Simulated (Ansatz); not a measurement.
System: BaH2 (Pnma, No. 62). Method: LDA (Ansatz, a quantum-chemistry and plane-wave program, plane waves, PAW).

Run with plane-wave cutoff 500 eV, 6×10×6 k mesh (along the axes of the cell as run), gaussian smearing 0.02 eV, scalar-relativistic PAW data made under PBE.

Computed at the level's own relaxed cell.

Q: Give the computed volume per atom and band gap.

A: 
- volume per atom = 16.93 Å³/atom
- band gap = 2.40 eV (on the SCF k mesh)

Note: the volume lies 9 % below that of the published cell.

Spin–orbit coupling is not included.
